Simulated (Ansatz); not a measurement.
**Pressure series in GaN**

Base system: GaN in the zinc blende structure (space group F-43m, No. 216; a = 4.4979 Å).

Cell and atoms are relaxed at each pressure.

Computed with DFT with r2SCAN, PAW potentials and a 500 eV plane-wave cutoff in Ansatz (a program for electronic structure), no spin-orbit coupling.

Candidates:
(a) pressure 0.3 GPa
(b) pressure 3 GPa
(c) pressure −2 GPa
(d) pressure 5 GPa
(e) pressure 1.5 GPa

Before the change:

| Property | Value |
|---|---|
| Band gap | 2.17 eV |

Question: Order them by band gap, lowest first.

Answer: (c) pressure −2 GPa (2.10 eV), (a) pressure 0.3 GPa (2.18 eV), (e) pressure 1.5 GPa (2.22 eV), (b) pressure 3 GPa (2.27 eV), (d) pressure 5 GPa (2.33 eV)

Load acts through the strain it causes; cell and atoms are relaxed under it. No phonon test of stability was made. Tetrahedral semiconductors of this kind turn to denser phases somewhere between about 1 and 50 GPa; those were not computed, so compressed cells here can lie past the real transition. This is not the structure that GaN has at room temperature and ambient pressure.
